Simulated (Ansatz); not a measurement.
Defect: Al-vacancy pair (Al on one host Cu site, one Cu site vacant) in fcc Cu, neutral cell. All values below come from PBE, PAW (plane waves to 420 eV; Ansatz, a quantum-chemistry and plane-wave program).

32-site cell at the relaxed PBE lattice, a 3×3×3 k-point mesh shifted by half a step, smearing 0.10 eV, spin-restricted, no finite-size correction. No zero-point or tunnelling terms. Forms of the defect that were not tried may lie lower.

Barriers: single points on a 5×5×5 k-point mesh shifted by half a step at the bands' geometries.

The step: a nearby Cu atom hops onto the vacant site (Al-vacancy distance between ideal sites 2.57 → 4.45 Å); the atom moves 2.50 Å along (0.49, -0.49, 0.00) of the unit cell; the moving atom starts with neighbours 4 Cu at 2.54, 3 Cu at 2.57, 3 Cu at 2.57, Cu at 2.59 Å and ends with Al at 2.59; 2 Cu at 2.53, Cu at 2.54, Cu at 2.55, Cu at 2.56, 3 Cu at 2.58, Cu at 2.59, Cu at 2.61 Å.

**Question.** What is the computed migration barrier of this step (PBE, PAW)?

**Answer.** 0.76 eV forward and 0.70 eV backward. At the saddle the moving atom has neighbours 4 Cu at 2.37, 2 Cu at 2.79, 2 Cu at 2.80 Å. The saddle point's order was not checked.
